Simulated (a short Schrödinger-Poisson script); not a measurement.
Stack: MOS inversion layer, SiO2 on p-type GaAs, at 400 K.

| layer | material | thickness (nm) | Na (cm⁻³) |
|---|---|---|---|
| 1 | SiO2 | 0.8 | - |
| 2 | GaAs | 1200 | 1.6e17 |

The device is made up for the run: typed textbook-type constants, with dimensions and the other settings drawn at random. SiO2: permittivity 3.9, conduction-band edge (eV) 3.17, gap (eV) 9, electron mass (mₑ) 0.5. GaAs: permittivity 12.9, conduction-band edge (eV) 0, gap (eV) 1.424, Nv at 300 K (cm⁻³) 9e18.

Channel valleys (confinement mass, in-plane density-of-states mass, number): Γ 0.067, 0.067, 1. At the gate the conduction-band edge of layer 1 lies 3.39 eV − eVg above the Fermi level of the channel; the field vanishes at the back. Gaps are held at their typed values at every temperature. Mesh 0.03 nm at interfaces.

Solved with a short Schrödinger-Poisson script written for these runs: 1D Poisson equation in equilibrium, electrons quantum, Hartree (BenDaniel-Duke, 12 states a valley, the channel's in-plane mass for all, wave functions ending at the dielectric), parabolic valleys, classical holes, full ionisation, no traps, pinning or gate leakage.

The same stack at other levels of the model or other numerical settings:

```json
[
 {"run": "base", "sheet density of all electrons at Vg = 1 V (cm⁻²)": "5.08e12", "sheet density of all electrons at Vg = 0.4 V (cm⁻²)": "1.65e11", "capacitance at Vg = 1 V (μF/cm²)": "1.62", "centroid of the channel electrons at Vg = 1 V (nm)": "3.89", "rough cost against the base": "about 1"},
 {"run": "electrons treated as classical, Boltzmann", "sheet density of all electrons at Vg = 1 V (cm⁻²)": "1.31e13", "sheet density of all electrons at Vg = 0.4 V (cm⁻²)": "8.65e11", "capacitance at Vg = 1 V (μF/cm²)": "3.81", "centroid of the channel electrons at Vg = 1 V (nm)": "0.60", "rough cost against the base": "0.07"},
 {"run": "electrons treated as classical, Fermi-Dirac", "sheet density of all electrons at Vg = 1 V (cm⁻²)": "6.65e12", "sheet density of all electrons at Vg = 0.4 V (cm⁻²)": "5.56e11", "capacitance at Vg = 1 V (μF/cm²)": "…", "centroid of the channel electrons at Vg = 1 V (nm)": "…", "rough cost against the base": "0.3"},
 {"run": "electrons treated as quantum, Hartree plus LDA exchange-correlation", "sheet density of all electrons at Vg = 1 V (cm⁻²)": "5.32e12", "sheet density of all electrons at Vg = 0.4 V (cm⁻²)": "1.92e11", "capacitance at Vg = 1 V (μF/cm²)": "1.66", "centroid of the channel electrons at Vg = 1 V (nm)": "3.80", "rough cost against the base": "2"},
 {"run": "mesh six times as coarse", "sheet density of all electrons at Vg = 1 V (cm⁻²)": "5.08e12", "sheet density of all electrons at Vg = 0.4 V (cm⁻²)": "1.65e11", "capacitance at Vg = 1 V (μF/cm²)": "1.63", "centroid of the channel electrons at Vg = 1 V (nm)": "3.88", "rough cost against the base": "0.3"},
 {"run": "one subband a valley", "sheet density of all electrons at Vg = 1 V (cm⁻²)": "…", "sheet density of all electrons at Vg = 0.4 V (cm⁻²)": "1.61e11", "capacitance at Vg = 1 V (μF/cm²)": "1.52", "centroid of the channel electrons at Vg = 1 V (nm)": "3.51", "rough cost against the base": "0.6"}
]
```

Q: Complete the blanks.

A: 
- electrons treated as classical, Fermi-Dirac, capacitance at Vg = 1 V (μF/cm²): 1.89
- one subband a valley, sheet density of all electrons at Vg = 1 V (cm⁻²): 4.89e12
- electrons treated as classical, Fermi-Dirac, centroid of the channel electrons at Vg = 1 V (nm): 2.51

The classical rows ignore confinement, and Boltzmann statistics overrate the density once the band edge passes the Fermi level.

Above a few 1e12 electrons/cm² a light Γ valley is non-parabolic and upper valleys begin to fill, which the model leaves out.
